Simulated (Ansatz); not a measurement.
Si: uniaxial strain ε_zz = +1.50 %

Base system: Si in the diamond structure (space group Fd-3m, No. 227; a = 5.444 Å). Axes: x, y, z lie along the cube axes.

Now apply this change: uniaxial strain ε_zz = +1.50 %, all other strain components held at zero; the atoms relax in the strained cell.

Computed with Ansatz (a program for electronic structure) r2SCAN, no spin-orbit coupling. k-mesh 10×10×10 (Γ-centred); smearing 0.05 eV (Fermi–Dirac).

| quantity | base | changed | shift |
|---|---|---|---|
| volume per atom | 20.17 Å³ | 20.47 Å³ | +0.30 Å³ |
| shortest interatomic distance | 2.357 Å | 2.369 Å | +0.012 Å |
| energy relative to the base (free energy F) | 0 meV/atom | +2.4 meV/atom | +2.4 meV/atom |
| pressure (mean of the normal stresses, compression positive) | 0.00 GPa | -1.41 GPa | -1.405 GPa |
| band gap | 0.78 eV | 0.72 eV | -0.06 eV |
| gap character | – | indirect, Γ → Γ–X (87 % along) | – |
| smallest direct gap | 2.74 eV | 2.68 eV | -0.06 eV |
| electron mass | 0.91 mₑ along k, 0.19 mₑ across (off the special points) | 0.90 mₑ along k, 0.19 mₑ across (off the special points) | – |
| valence-band top at Γ (three highest levels, from the VBM) | 0.00, 0.00, 0.00 eV | 0.00, 0.00, -0.11 eV | – |
| valley order (the lowest conduction-band minima on the path, energy above the VBM, named in the base's zone) | a point along ⟨100⟩, about 1.0 Å⁻¹ from Γ 0.78 eV; L along ⟨111⟩ 1.84 eV | a point along [100], about 1.0 Å⁻¹ from Γ 0.72 eV; a point along [001], about 1.0 Å⁻¹ from Γ 0.86 eV; L along [1-11] 1.74 eV | – |
| stress (xx, yy, zz, yz, xz, xy; compression positive) | – | (-0.87, -0.87, -2.49, 0.00, 0.00, 0.00) GPa | – |

Cost of the whole job for the changed cell (relaxation, final SCF and bands): roughly 21 core-seconds.

Effective masses come from finite differences of ±0.01 Å⁻¹. Along k means along the line from Γ to the band edge. Stability against distortions was not tested. Labels are those of the standard path for the cell's own space group.
